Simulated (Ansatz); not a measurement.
System: cubic perovskite KCdF₃. Method: PBEsol-D3(BJ) in Ansatz (PAW).

Numerical settings: plane-wave cutoff 520 eV, 8×8×8 k mesh, Fermi–Dirac smearing 0.01 eV, scalar-relativistic PAW data made under PBE.

Equation-of-state points:

```
V (Å³/atom)  E − E_lowest (meV/atom)  P (GPa)
-----------  -----------------------  -------
15.532                         13.82     4.74
15.862                          5.90     2.97
16.193                          1.42     1.40
16.523                          0.00     0.00
16.854                          1.30    -1.24
17.184                          5.03    -2.35
17.515                         10.90    -3.33
```

Question: Estimate the bulk modulus from the pressures at 16.193 and 16.854 Å³/atom, and compare it with a fit to all energies.

Answer: B = −V dP/dV. Between V = 16.193 and 16.854 Å³/atom, dP/dV = (-1.24 − (1.40))/(16.854 − 16.193) = -3.99 GPa per Å³/atom; at the midpoint 16.523 Å³/atom this gives B ≈ 66.0 GPa. The third-order Birch–Murnaghan fit gives V0 = 16.524 Å³/atom, B0 = 65.9 GPa, B′ = 4.9, which lies within 1 % of that estimate.

Note: the relaxation could not lower the start's symmetry, so the cell can be a saddle point above a distorted one.

Computed values are for the static lattice.

Ansatz is a program for electronic structure.
